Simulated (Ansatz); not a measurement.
```xyz
4
Lattice="4.3544 0.0000 0.0000 -2.1772 3.7710 0.0000 0.0000 0.0000 7.1082" Properties=species:S:1:pos:R:3 pbc="T T T"
Cd     2.1772     1.2570     0.0034
Cd     0.0000     2.5140     3.5574
Se     2.1772     1.2570     4.4407
Se     0.0000     2.5140     0.8866
```

No spin polarisation.

Level of theory: PBE in Ansatz (plane waves to 420 eV, PAW, spin-orbit coupling left out), earlier PAW set. Γ-centred 9×9×5 mesh, Fermi–Dirac width 0.05 eV.

### Question
What gap character does the calculation give?

### Answer
Direct at Γ.

### Question
What band gap does the calculation give?

### Answer
0.58 eV.

The cells carry an imposed strain or load. No phonon test of stability was made. The cell was made from CdSe in the wurtzite structure (space group P6_3mc, No. 186) by this change: isotropic strain −0.65 %.

Ansatz is an electronic-structure program.
